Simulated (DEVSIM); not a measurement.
Device: abrupt Ge p-n junction, at 300 K.

Layer 1 from the left is Ge, thickness (μm) 19.0, Na (cm⁻³) 9.7e16, τn (s) 0.00013, τp (s) 0.00013. Layer 2 from the left is Ge, thickness (μm) 240, Nd (cm⁻³) 1.9e16, τn (s) 0.00013, τp (s) 0.00013.

Left contact: ohmic. Right contact: ohmic. Voltage is applied to the left contact. Recombination: SRH at mid-gap, radiative. Mobility is μmin + (μ − μmin)/(1 + (N/Nref)^α).

Constants are typed, rounded textbook-type inputs, not results; the design itself was drawn at random and stands for no fabricated device. Values at 300 K.

Ge: gap (eV) 0.664, affinity (eV) 4, permittivity 16, Nc (cm⁻³) 1.04e19, Nv (cm⁻³) 6e18, μn (cm²/Vs) 3900, μp (cm²/Vs) 1900, μn,min 150, μp,min 100, Nref,n 2.6e17, Nref,p 4e17, αn 0.56, αp 0.6, B (cm³/s) 6.4e-14.

Simulated with DEVSIM: 1D drift-diffusion, Boltzmann statistics, complete ionisation; no tunnelling, impact ionisation, image-force lowering or self-heating.

Dark forward current:

| |V| (V) | |J| (A/cm²) |
|---|---|
| 0.05 | 0.0001877 |
| 0.10 | 0.001486 |
| 0.15 | 0.01046 |
| 0.20 | 0.07217 |
| 0.25 | 0.4847 |
| 0.30 | 2.850 |
| 0.35 | 11.74 |
| 0.40 | 32.25 |
| 0.45 | 67.25 |
| 0.50 | 118.1 |
| 0.55 | 185.5 |
| 0.60 | 269.9 |
| 0.65 | 371.5 |
| 0.70 | 490.4 |
| 0.75 | 626.7 |
| 0.80 | 780.5 |
| 0.85 | 951.8 |
| 0.90 | 1141 |
| 0.95 | 1347 |
| 1.00 | 1571 |
| 1.05 | 1813 |
| 1.10 | 2073 |

Q: Work out the local ideality factor n = ΔV / (kT/q · ln(J2/J1)) between the rows 0.15 and 0.20 V, 1.05 and 1.10 V.

A: kT/q = 25.85 mV. From 0.15 to 0.20 V: ln(0.07217/0.01046) = 1.931, n = 1.00, near the 1 of diffusion or emission over a barrier. From 1.05 to 1.10 V: ln(2073/1813) = 0.134, n = 14.43.

Q: Estimate the current at 0.20 V from the Shockley equation with J0 = Σ q ni² D/(N L) coth(W/L), τ joining the SRH, radiative and Auger lifetimes that are on, and W taken as the whole layer.

A: ni² = 4.36e26 cm⁻⁶; electrons in the p layer: μ = 2530 cm²/Vs, D = 65.4 cm²/s, τ = 7.19e-5 s, L = 686 μm, W/L = 0.028, term 2.48e-5 A/cm²; holes in the n layer: μ = 1650 cm²/Vs, D = 42.7 cm²/s, τ = 0.000112 s, L = 692 μm, W/L = 0.35, term 6.80e-6 A/cm². J0 = 3.16e-5 A/cm², and J = J0 exp(qV/kT) = 0.0724 A/cm². The simulation gives 0.0722 A/cm², the same within the digits that matter. The estimate leaves out recombination in the depletion region and that region's share of W.
